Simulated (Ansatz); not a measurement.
A user runs Ansatz (a quantum-chemistry and plane-wave program) on HgSe (P4_2/mmc, 4 atoms in the cell) and asks whether the run is sound. The aim is a self-consistent single point with DFT, PBE, plane waves, default PAW files.

Cell that was meant: a = 4.1042 Å, b = 4.1042 Å, c = 7.2267 Å, α = 90.00°, β = 90.00°, γ = 90.00°.

Part of the input:

Ansatz 0.2 input:
```yaml
    - { symbol: Se, position: [0.000000, 0.000000, 0.750000] }
basis:
  ecutwfc: 420.0
  ecutrho_ratio: 1
kpoints:
  mp_grid: { grid: [7, 7, 4] }
hamiltonian:
```

The program printed (abridged):

```
WARN basis.ecutrho_ratio = 1 (ecutrho = 420 eV) is below the records' recommended cutoff
   [... lines left out ...]
Symmetry: 16 space group operations
Space group: P42/mmc (ITA 131), of the structure as read, at distance tolerance 5.0e-5 Å
k-points: 30 of 196
Initial density: superposition of atomic densities (neutral atoms: chi_scale 0, normalization atom), corrected by the library's trained network
Initial wavefunctions: pseudopotential atomic-orbital guess
Eigensolver: davidson
Functional: x = pbe(κ = 0.804, μ = 0.2195149727645171), c = pbe(β = 0.06672455060314922)
SCF iter   1: F=—  HF=-38566.547855 eV  |F-HF|=—  |Δ(HF+E_count)|=         —  Δρ=2.14e-3  dr2=6.39e-3  ethr=1.77e-3  ⟨swp⟩=6.1  Hψ=4780  notcnv=0  defer=10
all-band conjugate gradients solve this SCF's bands
preconditioner: auto → LDOS
SCF iter   2: F=—  HF=-38566.551759 eV  |F-HF|=—  |Δ(HF+E_count)|=   3.90e-3  Δρ=9.11e-4  dr2=9.07e-4  ethr=8.88e-6  ⟨swp⟩=2.0  Hψ=2794  notcnv=0  defer=86
   [... lines left out ...]
SCF iter   5: F=—  HF=-38566.551543 eV  |F-HF|=—  |Δ(HF+E_count)|=   1.58e-4  Δρ=4.59e-5  dr2=3.56e-6  ethr=1.86e-8  ⟨swp⟩=2.7  Hψ=2490  notcnv=0  defer=86
SCF iter   6: F=—  HF=-38566.551546 eV  |F-HF|=—  |Δ(HF+E_count)|=   3.51e-6  Δρ=1.13e-5  dr2=1.34e-7  ethr=4.94e-9  ⟨swp⟩=2.8  Hψ=2227  notcnv=0  defer=86
SCF iter   7: F=-38566.551546 eV  HF=-38566.551546 eV  |F-HF|=1.93e-8  |Δ(HF+E_count)|=   2.17e-7  Δρ=4.32e-6  dr2=1.74e-8  ethr=1.39e-10  ⟨swp⟩=8.9  Hψ=6165  notcnv=0
SCF 1 converged in 7 iterations: F = -38566.551546 eV  dr2 = 1.74e-8
Free energy (F): -38566.551546 eV
Internal energy: -38566.549891 eV  (E = F + TS)
E sigma→0 (E₀):  -38566.550719 eV
Entropy (-TS):   -0.001655 eV (-0.414 meV/atom)
Fermi energy:    8.265255 eV
--- Forces (eV/Å), atoms counted from 1 ---
  atom   1  Hg     0.00000000    -0.00000000     0.00000000
   [... zero for the other atoms too ...]
--- Stress (GPa, compression-positive) ---
        8.562493       0.000000       0.000000
        0.000000       8.562493       0.000000
        0.000000       0.000000      10.695551
  P = ⅓ Tr σ = 9.2735 GPa (92.735 kbar)
  The stress holds the Pulay correction, which leaves out the density cutoff's part. Without it, at fixed plane waves, as pw.x and ABINIT print it …
settings of this run that can trade accuracy for cost: basis.ecutrho_ratio < 4. Do not mix this run's numbers with those of runs without the same settings …
```

**Question.** Is anything amiss in this input, and did it matter?

**Answer.** The run is not sound. The fault is a density cutoff or grid that is too coarse. The density and potential grid has to resolve products of orbitals and any augmentation charge. To fix it, restore the density cutoff. The run converged in 7 iterations without an error; against the sound input the free energy goes down by 401 meV/atom and the pressure goes from 2.07 to 9.27 GPa. The full log also holds (shortened here): “WARN basis.ecutrho_ratio = 1 (ecutrho = 420 eV) is below the records' recommended cutoff”. At a fixed set of plane waves, without the program's Pulay estimate, the pressure is 9.20 GPa against 2.04 GPa.

The sound input it was made from differs as follows (other fixes are possible):
```diff
-  ecutrho_ratio: 1
```

With that input, the run converged in 6 iterations: free energy E − TS (on the zero of these files) -38564.9480 eV; Fermi level (on the code's own zero) 8.26 eV; pressure 2.07 GPa (DFT, PBE, plane waves, default PAW files).

On the sound input: the starting cell was generated: these elements placed on a structure prototype, without a prior relaxation; it need not be a known phase or ordering of this composition. Its lattice was rescaled by a random factor within 2.5 % of one. Spin-orbit coupling is off. Ansatz's pressure includes its estimate of the finite-basis (Pulay) stress. The run gives no clean gap (levels at the Fermi energy touch, overlap or are partly filled at this smearing), which alone does not show that the compound is a metal.
